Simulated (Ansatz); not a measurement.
Consider interstitial Cu in alpha cristobalite, charge state +1. The step: several atoms move together, Cu the farthest; the atom moves 1.40 Å along (0.03, -0.22, -0.11) of the unit cell; the moving atom starts with neighbours 2 O at 1.90 Å and ends with 2 O at 2.06, O at 2.48, O at 2.56 Å. A PBE band in Ansatz (plane-wave PAW, the Γ point alone, 96 host sites, 50 SCF runs with any check of the saddle's order, static, no finite-size correction) gives a forward barrier of 0.19 eV. The saddle point's order was not checked. The host's phase is taken as given; its stability against other phases was not computed. The charge state is imposed; whether it is stable for some Fermi level was not computed. Sites that were not tried may lie lower.

Single points at the band's start and saddle point can refine it. Rough cost of one point, in units of the band's mean SCF on the same machine:

```json
[
 {"Level": "PBE, a 2×2×2 k-point mesh shifted by half a step", "Cost of one point": "about 8"},
 {"Level": "r2SCAN at 500 eV, the Γ point alone", "Cost of one point": "about 3"}
]
```

Question: Which of these move the barrier by more than 0.1 eV, and how far does each move it?

Answer: Not one does. PBE, a 2×2×2 k-point mesh shifted by half a step: -0.01 eV; r2SCAN at 500 eV, the Γ point alone: 0.00 eV. Each functional is compared with PBE at the same k-points.

Ansatz is a first-principles code.
